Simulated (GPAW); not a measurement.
GPAW run on Mg6GaCu (Amm2, 8 atoms in the cell): self-consistent single point.

Level of theory: LDA (Perdew-Wang 92), GPAW PAW datasets LDA (gpaw-data 1.0.1) (plane waves; GPAW).

The change in words: lattice scaled by 1.03. Reference geometry:
```
Mg6GaCu
1.0
    4.90404     0.00000     0.00000
    0.00000     3.05187     5.31395
    0.00000    -3.05187     5.31395
Mg Ga Cu
6 1 1
Direct
  0.00000   0.83270   0.33980
  0.00000   0.33980   0.83270
  0.00000   0.33300   0.33300
  0.50000   0.67022   0.15238
  0.50000   0.15238   0.67022
  0.50000   0.16752   0.16752
  0.50000   0.66943   0.66943
  0.00000   0.83494   0.83494
```

Reference input (self-consistent single point, DFT LDA (Perdew-Wang 92), plane waves, GPAW PAW datasets LDA (gpaw-data 1.0.1)): mode = pw; ecut = 850 eV; xc = LDA; kpts = 5 4 4; mesh shift (steps) = 0 0 0; occupations.name = marzari-vanderbilt; occupations.width = 0.2 eV; nbands = -14; convergence.density = 1e-05 e/electron; symmetry.symmorphic = false; symmetry.tolerance = 0.0005; maxiter = 100. This run's input differs from it in these lines:

```diff
@@ -5,5 +5,5 @@
 atoms = Atoms(['Mg', 'Mg', 'Mg', 'Mg', 'Mg', 'Mg', 'Ga', 'Cu'],
-              cell=[[4.904040, 0.000000, 0.000000],
-                    [0.000000, 3.051875, 5.313945],
-                    [0.000000, -3.051875, 5.313945]],
+              cell=[[5.051161, 0.000000, 0.000000],
+                    [0.000000, 3.143431, 5.473363],
+                    [0.000000, -3.143431, 5.473363]],
               scaled_positions=[[0.000000, 0.832700, 0.339800],
```

Output, abridged:

```
     iter     time        total  log10-change:
                         energy   eigst   dens
iter:   1 --:--:--   -20.444772
iter:   2 --:--:--   -19.699019   -0.65  -1.40
iter:   3 --:--:--   -19.448520   -1.47  -1.48
iter:   4 --:--:--   -19.688429   -1.28  -1.56
iter:   5 --:--:--   -19.424417   -2.43  -1.86
iter:   6 --:--:--   -19.763774   -1.27  -1.99
iter:   7 --:--:--   -19.313636   -2.20  -2.02
iter:   8 --:--:--   -19.320416   -2.34  -2.57
iter:   9 --:--:--   -19.308443c  -3.86  -2.66
iter:  10 --:--:--   -19.311320c  -2.65  -2.76
iter:  11 --:--:--   -19.302618c  -3.31  -2.99
iter:  12 --:--:--   -19.303806c  -4.57  -3.31
iter:  13 --:--:--   -19.302571c  -4.63  -3.39
   [... 2 lines left out ...]
iter:  16 --:--:--   -19.302341c  -6.64  -3.91
iter:  17 --:--:--   -19.302332c  -6.98  -3.94
iter:  18 --:--:--   -19.302326c  -5.85  -3.99
iter:  19 --:--:--   -19.302325c  -7.31  -4.15
iter:  20 --:--:--   -19.302324c  -7.50c -4.25
iter:  21 --:--:--   -19.302324c  -7.51c -4.28
iter:  22 --:--:--   -19.302323c  -8.23c -4.45
iter:  23 --:--:--   -19.302322c  -7.66c -4.54
iter:  24 --:--:--   -19.302322c  -7.71c -4.75
iter:  25 --:--:--   -19.302322c  -9.23c -4.99
iter:  26 --:--:--   -19.302322c  -7.78c -5.07c
Converged after 26 iterations.

Dipole moment: (0.000000, -0.000000, -1.343924) |e|*Ang

Energy contributions relative to reference atoms: (reference = -130322.533251)

Kinetic:        -29.586622
Potential:      +32.678806
External:        +0.000000
XC:             -21.981881
Entropy (-ST):   +0.010315
Local:           -0.422941
SIC:             +0.000000
--------------------------
Free energy:    -19.302322
Extrapolated:   -19.302322

Showing only first 2 kpts
 Kpt  Band  Eigenvalues  Occupancy
  0    35      1.94466    2.00000
  0    36      1.99429    2.00000
  0    37      2.83666    2.00004
  0    38      5.85059    0.00000

  1    35      3.47999    1.68927
  1    36      3.93979    0.00337
  1    37      3.99640    0.00079
  1    38      4.47479    0.00000

Fermi level: 3.60327

No gap
   [... lines left out ...]
  2 Mg    0.00000    0.00000    0.03632
  3 Mg   -0.00000    0.13618   -0.10804
  4 Mg    0.00000   -0.13618   -0.10804
  5 Mg    0.00000    0.00000   -0.04219
  6 Ga    0.00000    0.00000    0.08441
  7 Cu    0.00000    0.00000   -0.03743

Stress tensor:
     0.037321     0.000000     0.000000
     0.000000     0.034921     0.000000
     0.000000     0.000000     0.036186
Stress (GPa, Voigt): [5.9794 5.595  5.7976 0.     0.     0.    ]
```

The run converged in 26 iterations. GPAW prints stress with tension positive. Against the reference run the free energy rises by 51.6 meV/atom, the pressure goes from -3.03 to -5.79 GPa and the largest force goes from 0.148 to 0.174 eV/Å.

The starting cell comes from a database of computed structures (which also holds hypothetical and non-ambient phases and stackings), without a prior relaxation at this level. For this run, on top of that: lattice scaled by 1.03. Spin polarisation is off.

Cost on one core of a shared machine: roughly 4 min.
